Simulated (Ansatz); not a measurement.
Base system: NaF in the rock salt structure (space group Fm-3m, No. 225).

```yaml
crystal:
  lattice:
    - [0.00000, 2.31454, 2.31454]
    - [2.31454, 0.00000, 2.31454]
    - [2.31454, 2.31454, 0.00000]
  atoms:
    - { symbol: Na, position: [0.00000, 0.00000, 0.00000] }
    - { symbol: F, position: [0.50000, 0.50000, 0.50000] }
```

Cartesian axes are those of the cell as printed.

The values are results of PBEsol/PAW in Ansatz (a quantum-chemistry and plane-wave program), scalar-relativistic without spin-orbit coupling, not measurements.

For the base:

```
Quantity                            Result
---------------------  -------------------
Valence-band top at Γ  0.00, 0.00, 0.00 eV
```

One thing is altered: compressive biaxial strain of 0.42 % in the plane normal to [111], as in epitaxy on a mismatched substrate; the out-of-plane cell vector and the atoms relax.

**Question.** Estimate the effect on the out-of-plane strain.

**Answer.** The out-of-plane strain comes out as +0.29 %.

**Question.** How does this affect the valence-band top at Γ?

**Answer.** The valence-band top at Γ (three highest levels, from the VBM) changes from 0.00, 0.00, 0.00 eV to 0.00, 0.00, -0.02 eV.

**Question.** Predict the new in-plane stress.

**Answer.** The mean in-plane stress (compression positive) comes out as +0.4 GPa.

The levels and masses belong to the bands next to the band gap. No phonon test of stability was made.
